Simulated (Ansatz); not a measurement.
Here is the system:

```xyz
2
Lattice="0.0000 2.6724 2.6724 2.6724 0.0000 2.6724 2.6724 2.6724 0.0000" Properties=species:S:1:pos:R:3 pbc="T T T"
Ga     0.0000     0.0000     0.0000
P      1.3362     1.3362     1.3362
```

Method: PBEsol with spin-orbit coupling, rigid bands (plane waves, PAW; Ansatz, an electronic-structure program). Condition of this run: hydrostatic pressure 5 GPa (the target of the relaxation). How the cell was made: cell and atoms relaxed with PBEsol, then loaded as said.

Problem. Predict the electron conductivity mass (n e² τ/σ) at 300 K, by direction if it differs.

Solution. 0.34 mₑ.

Problem. Predict the hole conductivity mass (n e² τ/σ) at 300 K, by direction if it differs.

Solution. 0.46 mₑ.

Problem. And the band gap?

Solution. 1.32 eV at this level; semilocal functionals usually fall short of the measured gap.

Rigid bands, one relaxation time for all states, no polarons.
